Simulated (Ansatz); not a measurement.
The reference is HgSe in the zinc blende structure (space group F-43m, No. 216; a = 6.260 Å). Axes: x, y, z lie along the cube axes.

Level of theory: PBE (Ansatz, a program for electronic structure), spin-orbit coupling left out.

One thing is altered: the cell is scaled by 0.9850 in all directions; the atoms relax in the strained cell.

**Question.** Predict the stress tensor and what it implies for the stiffness.

**Answer.** Stress of the strained cell less that of the base (GPa, compression positive):
```
    2.2     0.0     0.0
    0.0     2.2     0.0
    0.0     0.0     2.2
```

Then B = −ΔP/(ΔV/V₀) with ΔV/V₀ = -0.0443 gives secant stiffness values (nonlinear terms included at this strain): B ≈ 49 GPa.

As a check, the harmonic strain energy −½ V₀ Δσ:ε is 9.3 meV/atom; the computed energy rise is 8.8 meV/atom.

Whether these cells are dynamically stable was not tested. The final runs are not spin-polarised.
